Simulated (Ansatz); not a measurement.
Response to strain in hypothetical P6_3/mmc Hf2BS

The parent structure is Hf₂BS (space group P6_3/mmc, No. 194; a = 3.484 Å, c = 12.152 Å; a hypothetical phase, not in the database extracts checked). Axes: x lies along a and z along c of the hexagonal cell.

Strains are applied to the cell and any free atomic positions relax; under biaxial strain the out-of-plane vector relaxes too.

The values are results of PBE (Ansatz, a first-principles code, PAW, no spin-orbit coupling), not measurements.

Notes on the quantities. pressure: mean of the normal stresses, compression positive.

```tsv
case	shortest interatomic distance	pressure
base	4.487 bohr	0.0 GPa
biaxial strain −0.22 %, plane normal [001], relaxed out of plane	4.481 bohr	0.5 GPa
biaxial strain +0.91 %, plane normal [001], relaxed out of plane	?	?
isotropic strain −1.23 %	4.441 bohr	5.9 GPa
uniaxial strain ε_zz = −3.32 %	4.459 bohr	5.6 GPa
```

**Question.** Some entries are withheld; estimate them.

**Answer.** 
- biaxial strain +0.91 %, plane normal [001], relaxed out of plane, shortest interatomic distance: 4.508 bohr
- biaxial strain +0.91 %, plane normal [001], relaxed out of plane, pressure: -1.8 GPa

Without a gap, meshes like the base's 15×15×4 leave anisotropic stresses uncertain by several tenths of a GPa, and small strain energies with them. No phonon test of stability was made. All final runs are without spin polarisation.
